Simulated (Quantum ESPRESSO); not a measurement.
# A series of runs on ZnH₆ (Pca2_1, 28 atoms in the cell)

```xyz
28
Lattice="11.7725 0.0000 0.0000 0.0000 5.7199 0.0000 0.0000 0.0000 8.1413" Properties=species:S:1:pos:R:3 pbc="T T T"
Zn     1.7645     0.7893     2.0294
Zn    10.0080     4.9305     6.1000
Zn     4.1218     0.7893     6.1000
Zn     7.6507     4.9305     2.0294
H      1.0037     0.9931     3.3356
H     10.7688     4.7268     7.4063
H      4.8825     0.9931     7.4063
H      6.8900     4.7268     3.3356
H      1.4746     3.2233     2.0632
H     10.2979     2.4966     6.1339
H      4.4116     3.2233     6.1339
H      7.3609     2.4966     2.0632
H      2.5326     0.5580     0.7285
H      9.2399     5.1619     4.7991
H      3.3536     0.5580     4.7991
H      8.4189     5.1619     0.7285
H      5.3148     4.2548     0.8215
H      6.4577     1.4651     4.8921
H      0.5714     4.2548     4.8921
H     11.2010     1.4651     0.8215
H     11.6066     0.9747     0.4174
H      0.1659     4.7451     4.4880
H      6.0521     0.9747     4.4880
H      5.7204     4.7451     0.4174
H      1.9066     3.3978     1.4731
H      9.8659     2.3220     5.5437
H      3.9797     3.3978     5.5437
H      7.7928     2.3220     1.4731
```

Base run A: LDA (PZ), GBRV 1.5 ultrasoft (LDA) pseudopotentials run with Quantum ESPRESSO 7.5, self-consistent single point.

Its settings: ecutwfc = 50 Ry; ecutrho = 250 Ry; occupations = smearing; smearing = gaussian; degauss = 0.0036749 Ry; potentials = {Zn: zn_lda_v1.uspp.F.UPF, H: h_lda_v1.4.uspp.F.UPF}; K_POINTS = automatic 2 3 2 0 0 0; conv_thr = 1e-10 Ry; mixing_beta = 0.7.

The starting cell comes from a database of computed structures (which also holds hypothetical and non-ambient phases and stackings), without a prior relaxation at this level. Its lattice was rescaled by a random factor within 2.5 % of one. In the base run, forces exceed 1 eV/Å.

ΔF is the free energy per atom less that of run A. 

```csv
run,K_POINTS,ΔF (meV/atom),pressure (GPa),largest force (eV/Å),gap on the mesh (eV),k-points
A,automatic 2 3 2 0 0 0,0.00,0.02,1.180,4.371,8
B,automatic 1 2 2 0 0 0,0.90,0.05,1.167,4.370,4
C,automatic 1 2 2 1 1 1,-0.97,-0.01,1.195,4.810,1
D,automatic 2 3 2 1 1 1,-0.07,0.02,1.181,4.675,2
E,automatic 2 3 3 0 0 0,0.00,0.02,1.180,4.371,8
F,automatic 2 3 3 1 1 1,-0.07,0.02,1.182,4.559,4
G,automatic 2 4 3 1 1 1,-0.04,0.02,1.181,4.541,4
H,automatic 2 3 2 0 0 1,-0.01,0.02,1.180,4.600,4
```

Run D against A: The free energy hardly moves (within 1 meV/atom), the pressure stays at 0.02 GPa, the largest force moves little (1.180 to 1.181 eV/Å) and the gap on the mesh goes from 4.371 to 4.675 eV.

Run F against A: The free energy stays essentially unchanged (within 1 meV/atom), the pressure stays at 0.02 GPa, the largest force moves little (1.180 to 1.182 eV/Å) and the gap on the mesh goes from 4.371 to 4.559 eV.
